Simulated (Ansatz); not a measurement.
We consider SrLiAl3N4 (P-1, No. 2; cell taken from a computed entry), described by r²SCAN (plane waves, PAW; Ansatz, a quantum-chemistry and plane-wave program).

Numerical settings: plane-wave cutoff 560 eV, 6×6×4 k mesh (along the axes of the cell as run), Fermi–Dirac smearing 0.01 eV, scalar-relativistic PAW data made under PBE.

Cell (relaxed with PBEsol):

```
CELL_PARAMETERS angstrom
      5.82947    -0.00097     0.00061
      1.35199     7.33888     0.00056
      2.25912     0.71001     9.62117
ATOMIC_POSITIONS crystal
  Li 0.53330 0.67622 0.88641
  Li 0.46670 0.32378 0.11359
  Li 0.79302 0.81902 0.35516
  Li 0.20698 0.18098 0.64484
  Sr 0.99652 0.86620 0.87279
  Sr 0.00348 0.13380 0.12721
  Sr 0.97714 0.61563 0.62874
  Sr 0.02286 0.38437 0.37126
  Al 0.44847 0.04619 0.87630
  Al 0.55153 0.95381 0.12370
  Al 0.82502 0.05947 0.60195
  Al 0.17498 0.94053 0.39805
  Al 0.83117 0.29268 0.85262
  Al 0.16883 0.70732 0.14738
  Al 0.18031 0.44286 0.90016
  Al 0.81969 0.55714 0.09984
  Al 0.53092 0.43834 0.62478
  Al 0.46908 0.56166 0.37522
  Al 0.43805 0.79691 0.63255
  Al 0.56195 0.20309 0.36745
  N  0.65134 0.13254 0.97223
  N  0.34866 0.86746 0.02777
  N  0.62947 0.64439 0.49527
  N  0.37053 0.35561 0.50473
  N  0.61760 0.91486 0.72119
  N  0.38240 0.08514 0.27881
  N  0.84856 0.06855 0.40703
  N  0.15144 0.93145 0.59297
  N  0.16860 0.20443 0.85593
  N  0.83140 0.79557 0.14407
  N  0.83855 0.52535 0.91007
  N  0.16145 0.47465 0.08993
  N  0.80446 0.29127 0.66665
  N  0.19554 0.70873 0.33335
  N  0.34166 0.59193 0.76152
  N  0.65834 0.40807 0.23848
```

Question: What does this level give for the band gap, smallest direct gap on the k points sampled and direct gap at Γ?

Answer: 
band gap: 3.46 eV
smallest direct gap on the k points sampled: 3.74 eV
direct gap at Γ: 4.19 eV

Measured, for comparison: band gap 4.56 eV (temperature not stated, not corrected to a static lattice, soft X-ray spectroscopy with calculations, Eu-doped phosphor; as tabulated in Wang et al. (2016), arXiv:1604.04581).

Note: cell and atoms aren't relaxed at this level (largest force component 0.22 eV/Å).

Spin–orbit coupling is not included.

It cost very roughly 13 core-minutes of CPU time.
